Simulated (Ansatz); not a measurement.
Take GaSb in the zinc blende structure (space group F-43m, No. 216; a = 6.132 Å) as the base. Axes: x, y, z lie along the cube axes.

The values are results of r2SCAN (Ansatz, a quantum-chemistry and plane-wave program; PAW; 500 eV plane waves; no spin-orbit coupling), not measurements.

The change: biaxial strain −2.50 %, plane normal [111], relaxed out of plane (Cartesian); in-plane vectors clamped, the third vector and the atoms free.

Task: Predict the new ratio −ε⊥/ε∥.

Result: The ratio −ε⊥/ε∥ comes out as 0.46.

No phonon test of stability was made.
